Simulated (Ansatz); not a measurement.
A hypothetical phase is included: elements placed on a structure type, which no database files for this compound.

By r2SCAN, the system below comes out a metal.

The ballistic (Sharvin) conductance counts the channels at the Fermi level: G/A = (e²/h) × channels of both spins per area.

Given:

```
B
1.0
    1.97957     0.00000     0.00000
   -0.65986     1.86636     0.00000
    0.65986     0.93318     1.61631
B
1
Direct
  0.00000   0.00000   0.00000
```

The cell was relaxed by PBE-D3(BJ); by r2SCAN it stands under a pressure of 2.6 GPa.

The current flows along the normal of the first two printed cell vectors, the (110) plane of the conventional cell. No spin-orbit coupling; the value is a mean over 0.1 eV about the Fermi level.

Question: Compute, with r2SCAN run with Ansatz (a first-principles code), the ballistic conductance per area.

Answer: 2.4 × 10¹⁵ S/m² for both spins.
